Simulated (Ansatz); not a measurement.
The parent structure is Ge (space group I4/mmm, No. 139; a hypothetical phase, not in the database extracts checked; relaxed with 0.1 eV smearing).

```yaml
crystal:
  lattice:
    - [-3.47474, 3.47474, 2.00528]
    - [3.47474, -3.47474, 2.00528]
    - [3.47474, 3.47474, -2.00528]
  atoms:
    - { symbol: Ge, position: [0.17859, 0.17859, 0.35718] }
    - { symbol: Ge, position: [0.17859, 0.82141, 0.00000] }
    - { symbol: Ge, position: [0.82141, 0.17859, 0.00000] }
    - { symbol: Ge, position: [0.82141, 0.82141, 0.64282] }
```

Cartesian axes are those of the cell as printed.

Level of theory: plane-wave PAW DFT at the PBEsol level (Ansatz, a program for electronic structure, 420 eV), without spin-orbit coupling.

Before the change:

The shortest interatomic distance is 2.448 Å.

Modification: biaxial strain −4.77 %, plane normal [001], relaxed out of plane (Cartesian); in-plane vectors clamped, the third vector and the atoms free.

Q: How does this affect the energy relative to the base, shortest interatomic distance, ratio −ε⊥/ε∥ and in-plane stress?

A: The energy goes up by 40 meV/atom; the shortest interatomic distance shrinks by 0.0223 Å (2.448 Å → 2.425 Å); the ratio −ε⊥/ε∥ is 0.83; the mean in-plane stress (compression positive) comes out as +5.2 GPa.

A biaxial case was relaxed in a doubled cell and then solved in the primitive one. No phonon test of stability was made.
